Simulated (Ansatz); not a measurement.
Faces of antifluorite Mg2Si in 1x1 cells, as slabs relaxed from ideal cuts; for each face the lowest of the symmetric, stoichiometric cuts and spin starts that were computed. The slabs keep the symmetry of their cuts; real faces may buckle, or reconstruct in larger cells. No spin-orbit coupling, no Hubbard U.

These are PBE (plane waves to 420 eV, PAW; Ansatz, a program for electronic structure) values and carry that method's errors.

```tsv
face	cell area (Å²)	outermost plane spacing of the ideal cut (Å)	γ unrelaxed (J/m²)	γ relaxed (J/m²)	ionisation potential, top face (eV)
(110)	28.63	2.25	0.87	0.79	3.90
(111)	17.53	0.92	0.64	[?]	[?]
(211)	49.59	1.30	1.11	[?]	3.86
```

**Question.** Some entries are withheld; supply them.

**Answer.** 
- (111), γ relaxed (J/m²): 0.58
- (111), ionisation potential, top face (eV): 3.18
- (211), γ relaxed (J/m²): 1.02
